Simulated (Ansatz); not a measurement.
```cif
data_Au4In8
_chemical_formula_sum 'In8 Au4'
_space_group_name_H-M_alt 'Fm-3m'
_space_group_IT_number 225
_space_group_name_Hall '-F 4 2 3'
_cell_length_a 6.55283
_cell_length_b 6.55283
_cell_length_c 6.55283
_cell_angle_alpha 90.000
_cell_angle_beta 90.000
_cell_angle_gamma 90.000
loop_
_atom_site_label
_atom_site_type_symbol
_atom_site_symmetry_multiplicity
_atom_site_Wyckoff_symbol
_atom_site_fract_x
_atom_site_fract_y
_atom_site_fract_z
_atom_site_occupancy
In1 In 8 c 0.25000 0.25000 0.25000 1
Au1 Au 4 a 0.00000 0.00000 0.00000 1
```
(The calculation used a cell of 3 atoms; values per cell refer to that cell.)

The cell is a database entry relaxed within its symmetry; it need not be the phase found at ambient conditions. The run noted for some of its cells that some bands missed the eigensolver's tolerance. Spin-orbit coupling is not included.

Problem. What linear thermal expansion coefficient does the quasi-harmonic free energy on Ansatz (a quantum-chemistry and plane-wave program), PBEsol functional, plane-wave PAW give at 250 K, and what isobaric heat capacity per mole of formula units and Grüneisen parameter?

Solution. α = 18.3 × 10⁻⁶ K⁻¹; C_P = 75.5 J/(mol K); γ = 1.98. No phase change or melting is allowed for: the numbers belong to this structure as given.
